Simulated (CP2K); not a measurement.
Band structure of ScOF (P4/nmm, 6 atoms in the cell).

```
CELL_PARAMETERS angstrom
      3.62752     0.00000     0.00000
      0.00000     3.62752     0.00000
      0.00000     0.00000     5.17220
ATOMIC_POSITIONS crystal
  Sc 0.50000 0.00000 0.70585
  Sc 0.00000 0.50000 0.29415
  O  0.00000 0.00000 0.50000
  O  0.50000 0.50000 0.50000
  F  0.50000 0.50000 0.00000
  F  0.00000 0.00000 0.00000
```

Computed with LDA (Pade form), GPW, DZVP-MOLOPT-SR-GTH basis, GTH-PADE potentials (GTH_POTENTIALS) (CP2K).

Settings: CUTOFF = 600 Ry; REL_CUTOFF = 60 Ry; KPOINTS/SCHEME = MONKHORST-PACK 7 7 5; XC_FUNCTIONAL = PADE; Sc/BASIS_SET = DZVP-MOLOPT-SR-GTH; Sc/POTENTIAL = GTH-PADE-q11; O/BASIS_SET = DZVP-MOLOPT-SR-GTH; O/POTENTIAL = GTH-PADE-q6; F/BASIS_SET = DZVP-MOLOPT-SR-GTH; F/POTENTIAL = GTH-PADE-q7; METHOD = GPW; EPS_DEFAULT = 1e-10; EXTRAPOLATION = USE_GUESS; NGRIDS = 5.

The starting cell comes from a database of computed structures (which also holds hypothetical and non-ambient phases and stackings), without a prior relaxation at this level. Values carry the incompleteness of an atom-centred basis.

Predict the gap along the standard path and the places of the band edges.

The gap along the path is 4.25 eV, from a point between A and Z|X to Γ; the smallest direct gap on it is 4.39 eV.

Levels in eV from the top of the valence band on the SCF mesh, bands 21 to 25:
| point | 21 | 22 | 23 | 24 | 25 |
|---|---|---|---|---|---|
| Γ | -1.32 | -0.61 | -0.21 | -0.21 | 4.27 |
| X | -1.84 | -1.84 | -0.65 | -0.65 | 4.58 |
| M | -0.59 | -0.59 | -0.20 | -0.20 | 4.46 |
| Z | -1.99 | -1.99 | -0.09 | -0.09 | 4.40 |
| R | -1.88 | -1.88 | -1.25 | -1.25 | 4.78 |
| A | -1.08 | -1.08 | -0.26 | -0.26 | 4.59 |

Higher empty bands are left out: an atom-centred basis made for the valence describes them poorly.
